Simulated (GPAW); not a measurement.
## A self-consistent single point of NbN (Fm-3m, 2 atoms in the cell) with GPAW

Method: PBE, GPAW PAW datasets PBE (gpaw-data 1.0.1) (plane waves; GPAW).

The input file:

```python
from ase import Atoms
from ase.units import GPa
from gpaw import GPAW

atoms = Atoms(['Nb', 'N'],
              cell=[[0.000000, 2.188389, 2.188389],
                    [2.188389, 0.000000, 2.188389],
                    [2.188389, 2.188389, 0.000000]],
              scaled_positions=[[0.500000, 0.500000, 0.500000],
                                [0.000000, 0.000000, 0.000000]],
              pbc=True)

calc = GPAW(mode={'name': 'pw', 'ecut': 900},
            xc='PBE',
            kpts=(9, 9, 9),
            occupations={'name': 'methfessel-paxton', 'width': 0.1, 'order': 1},
            nbands=-10,
            convergence={'forces': 0.001},
            symmetry={'symmorphic': False, 'tolerance': 0.0005},
            maxiter=100,
            txt='-')

atoms.calc = calc

energy = atoms.get_potential_energy()
print('Energy (eV):', round(energy, 6))
forces = atoms.get_forces()
print('Forces (eV/Ang):')
print(forces.round(5))
stress = atoms.get_stress()
print('Stress (GPa, Voigt):', (stress / GPa).round(4))
```

Output, abridged:

```
Input parameters:
  convergence: {forces: 0.001}
  kpts: [9 9 9]
  maxiter: 100
  mode: {ecut: 900,
         name: pw}
  nbands: -10
  occupations: {name: methfessel-paxton,
                order: 1,
                width: 0.1}
  symmetry: {symmorphic: False,
             tolerance: 0.0005}
  xc: PBE

species:
  Nb:
    name: Niobium
    Z: 41.0
    valence: 13
    core: 28
    charge: 0.0
    file: Nb.PBE.gz

    # Using partial waves for Nb as LCAO basis

  N:
    name: Nitrogen
    Z: 7.0
    valence: 5
    core: 2
    charge: 0.0
    file: N.PBE.gz

    # Using partial waves for N as LCAO basis

Reference energy: -105387.869293  # eV

Spin-paired calculation

Convergence criteria:
 Maximum [total energy] change in last 3 cyles: 0.0005 eV / valence electron
 Maximum integral of absolute [dens]ity change: 0.0001 electrons / valence electron
 Maximum integral of absolute [eigenst]ate change: 4e-08 eV^2 / valence electron
 Maximum change in the atomic [forces] across last 2 cycles: 0.001 eV/Ang OR
Maximum error relative to the maximum force is below inf
 Maximum number of scf [iter]ations: 100

Symmetries present (total): 48
Symmetries with fractional translations: 0
729 k-points: 9 x 9 x 9 Monkhorst-Pack grid
35 k-points in the irreducible part of the Brillouin zone
       k-points in crystal coordinates                weights
   0:     0.00000000    0.00000000    0.00000000          1/729
   1:     0.11111111    0.11111111    0.00000000          6/729
   2:     0.11111111    0.11111111    0.11111111          8/729
   [... 7 lines left out ...]
          ...
  34:     0.44444444    0.44444444    0.44444444          8/729

Wave functions: Plane wave expansion
  Cutoff energy: 900.000 eV
  Number of coefficients (min, max): 1243, 1300
  Pulay-stress correction: 0.000000 eV/Ang^3 (de/decut=0.000000)

Occupation numbers: Methfessel-Paxton:
  width: 0.1000  # eV
  order: 1

Eigensolver

Densities:
  Coarse grid: 24*24*24 grid
  Fine grid: 48*48*48 grid
  Total Charge: 0.000000

Density mixing:
  Method: separate
  Backend: pulay
  Linear mixing parameter: 0.05
  old densities: 5
  Damping of long wavelength oscillations: 50

Hamiltonian:
  XC and Coulomb potentials evaluated on a 48*48*48 grid
  External potential:
    NoExternalPotential

XC parameters: PBE with 2 nearest neighbor stencil

Number of atoms: 2
Number of atomic orbitals: 17
Number of bands in calculation: 19
Number of valence electrons: 18
Bands to converge: occupied

Density initialized from atomic densities
  17 bands from LCAO basis set
  2 bands from random numbers

Atomic positions and initial magnetic moments

Positions:
   0 Nb     2.188389    2.188389    2.188389    ( 0.0000,  0.0000,  0.0000)
   1 N      0.000000    0.000000    0.000000    ( 0.0000,  0.0000,  0.0000)

Unit cell:
           periodic     x           y           z      points  spacing
  1. axis:    yes    0.000000    2.188389    2.188389    24     0.1053
  2. axis:    yes    2.188389    0.000000    2.188389    24     0.1053
  3. axis:    yes    2.188389    2.188389    0.000000    24     0.1053

  Lengths:   3.094849   3.094849   3.094849
  Angles:   60.000000  60.000000  60.000000

Effective grid spacing dv^(1/3) = 0.1149

     iter     time        total  log10-change:
                         energy   eigst   dens  force
iter:   1 --:--:--   -24.214445
iter:   2 --:--:--   -23.202964   -1.61  -0.93
iter:   3 --:--:--   -20.858881   -1.36  -0.99
iter:   4 --:--:--   -20.988391   -2.52  -1.40
iter:   5 --:--:--   -20.829973   -1.87  -1.39
iter:   6 --:--:--   -20.786109   -3.20  -1.95
iter:   7 --:--:--   -20.786762   -3.44  -2.30
iter:   8 --:--:--   -20.782171c  -3.81  -2.29
iter:   9 --:--:--   -20.782109c  -6.12  -3.12
iter:  10 --:--:--   -20.782069c  -5.32  -3.17
iter:  11 --:--:--   -20.782067c  -7.43c -4.24c
iter:  12 --:--:--   -20.782066c  -8.42c -4.72c -23.40c

Converged after 12 iterations.

Dipole moment: (-0.000000, -0.000000, -0.000000) |e|*Ang

Energy contributions relative to reference atoms: (reference = -105387.869293)

Kinetic:        +12.904567
Potential:      -17.290442
External:        +0.000000
XC:             -16.297441
Entropy (-ST):   -0.001839
Local:           -0.097525
SIC:             +0.000000
--------------------------
Free energy:    -20.782679
Extrapolated:   -20.782066

Showing only first 2 kpts
 Kpt  Band  Eigenvalues  Occupancy
  0     7     11.59430    2.00000
  0     8     12.93296    2.00000
  0     9     12.93296    2.00000
  0    10     12.93296    2.00000

  1     7     10.99486    2.00000
  1     8     12.42585    2.00000
  1     9     14.10574    2.00000
  1    10     14.10574    2.00000

Fermi level: 14.80861

No gap
No difference between direct/indirect transitions
Energy (eV): -20.782066

Forces in eV/Ang:
  0 Nb    0.00000   -0.00000   -0.00000
  1 N     0.00000   -0.00000   -0.00000

Stress tensor:
    -0.046904    -0.000000    -0.000000
    -0.000000    -0.046904     0.000000
    -0.000000     0.000000    -0.046904
Stress (GPa, Voigt): [-7.5148 -7.5148 -7.5148  0.     -0.     -0.    ]
```

The run converged in 12 iterations. GPAW prints stress with tension positive.

At such cutoffs GPAW's stress carries a finite-basis (Pulay) error, which enters relaxed cells too; its log prints stress with tension positive.

The starting cell comes from a database of computed structures (which also holds hypothetical and non-ambient phases and stackings), without a prior relaxation at this level. Its lattice was rescaled by a random factor within 2.5 % of one. Spin polarisation is off.
